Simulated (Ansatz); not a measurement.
How far PBE and r2SCAN part for Pd

Base system: Pd in the fcc (Cu type) structure (space group Fm-3m, No. 225; a = 3.9428 Å).

(Cell as relaxed with PBE.)

Levels (all Ansatz, a first-principles code, PAW): PBE (420 eV, without spin-orbit coupling); r2SCAN (500 eV, no spin-orbit coupling).

Each level relaxes its own structure.

```csv
quantity,PBE,r2SCAN
volume per atom,15.32 Å³,14.93 Å³
lattice parameter a,3.943 Å,3.908 Å
band gap,zero,zero
```

PBE's volume per atom lies 0.398 Å³ above r2SCAN's (2.7 %); PBE's lattice parameter a lies 0.0344 Å above r2SCAN's (0.9 %); the two agree on the band gap. Neither level is exact; r2SCAN is the comparison here, not a measurement.

Stability against distortions was not tested. The final runs are not spin-polarised. Pd has a high density of states at the Fermi level and may be magnetic at this level.
